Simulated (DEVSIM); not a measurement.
Device: Mo/SiO2/p-Si capacitor, at 250 K.

| layer (left to right) | material | thickness (nm) | Na (cm⁻³) |
|---|---|---|---|
| 1 | SiO2 | 12.0 | - |
| 2 | Si | 2200 | 7.1e16 |

Metal gate on the left, work function 4.6 eV. Fixed charge at the semiconductor interface 2.3e10 cm⁻² (in units of +e); no interface traps.

Constants are typed, rounded textbook-type inputs, not results; the design itself was drawn at random and stands for no fabricated device. Values at 300 K; Nc and Nv go as T^1.5, mobilities as T to minus their exponent, the gap by Varshni's rule with the affinity fixed.

```tsv
parameter	SiO2	Si
gap (eV)	9	1.124
affinity (eV)	0.9	4.05
permittivity	3.9	11.7
Nc (cm⁻³)	-	2.86e19
Nv (cm⁻³)	-	3.1e19
Varshni α (eV/K)	-	0.000473
Varshni β (K)	-	636
```

DEVSIM, 1D Poisson equation in equilibrium, Boltzmann statistics, complete ionisation; no quantum confinement or tunnelling. Metal contacts follow the ideal Schottky-Mott rule: no Fermi-level pinning, no interface dipoles.

Problem. Tabulate band edges, carrier densities and field at -1.7 V on the gate.

Solution. Energies count from the Fermi level of the right contact; mesh points crowd at the junctions.

| x (μm) | Ec (eV) | Ev (eV) | n (cm⁻³) | p (cm⁻³) | field (V/cm) |
|---|---|---|---|---|---|
| 0.000 | 5.400 | -3.600 | < 1e2 | < 1e2 | -940000 |
| 0.001261 | 5.282 | -3.718 | < 1e2 | < 1e2 | -940000 |
| 0.003620 | 5.061 | -3.939 | < 1e2 | < 1e2 | -940000 |
| 0.007457 | 4.701 | -4.299 | < 1e2 | < 1e2 | -940000 |
| 0.01080 | 4.388 | -4.612 | < 1e2 | < 1e2 | -940000 |
| 0.01200 | 1.126 | -0.010 | < 1e2 | 1.5e19 | -580000 |
| 0.01337 | 1.097 | -0.039 | < 1e2 | 3.8e18 | -150000 |
| 0.01807 | 1.057 | -0.079 | < 1e2 | 6.0e17 | -50000 |
| 0.02659 | 1.032 | -0.104 | < 1e2 | 1.8e17 | -17000 |
| 0.04517 | 1.016 | -0.120 | < 1e2 | 8.9e16 | -3600 |
| 0.08565 | 1.011 | -0.125 | < 1e2 | 7.2e16 | -190 |
| 0.2175 | 1.011 | -0.125 | < 1e2 | 7.1e16 | ≈ 0 |
| 0.4611 | 1.011 | -0.125 | < 1e2 | 7.1e16 | ≈ 0 |
| 0.9919 | 1.011 | -0.125 | < 1e2 | 7.1e16 | ≈ 0 |
| 1.772 | 1.011 | -0.125 | < 1e2 | 7.1e16 | ≈ 0 |
| 2.011 | 1.011 | -0.125 | < 1e2 | 7.1e16 | ≈ 0 |
| 2.120 | 1.011 | -0.125 | < 1e2 | 7.1e16 | ≈ 0 |
| 2.171 | 1.011 | -0.125 | < 1e2 | 7.1e16 | ≈ 0 |
| 2.198 | 1.011 | -0.125 | < 1e2 | 7.1e16 | ≈ 0 |
| 2.206 | 1.011 | -0.125 | < 1e2 | 7.1e16 | ≈ 0 |
| 2.210 | 1.011 | -0.125 | < 1e2 | 7.1e16 | ≈ 0 |
| 2.212 | 1.011 | -0.125 | < 1e2 | 7.1e16 | ≈ 0 |
